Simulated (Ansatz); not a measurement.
System: GaAs (model structure, within 0.1 Å of P6₂22, No. 180, 6 atoms in the cell). Method: r²SCAN in Ansatz (PAW).

Run with plane-wave cutoff 560 eV, 18×18×6 k mesh (along the axes of the cell as run), Fermi–Dirac smearing 0.05 eV, scalar-relativistic PAW data made under PBE.

Cell (relaxed with PBEsol):

```
CELL_PARAMETERS angstrom
      4.01781     0.00000     0.00000
     -2.00890     3.47952     0.00000
      0.00000     0.00000     8.78635
ATOMIC_POSITIONS crystal
  Ga 0.49988 0.00000 0.66667
  Ga 0.00000 0.49988 0.33333
  Ga 0.50012 0.50012 0.00000
  As 0.49995 0.00000 0.16667
  As 0.00000 0.49995 0.83333
  As 0.50005 0.50005 0.50000
```

**Question.** Predict the band gap.

**Answer.** 
- band gap = 0.04 eV (under three smearing widths, so not firm)

Note: cell and atoms aren't relaxed at this level (pressure 0.9 GPa).

Spin–orbit coupling is not included; it can close the smallest gap of 0.04 eV.

Computed values are for the static lattice.

Cost on a shared machine: very roughly 2.3 core-minutes.

A model structure was made by putting elements into a prototype or built by hand; it is no filed structure, need not be a known phase, and can be a saddle point held by its symmetry.

Ansatz is a first-principles code.
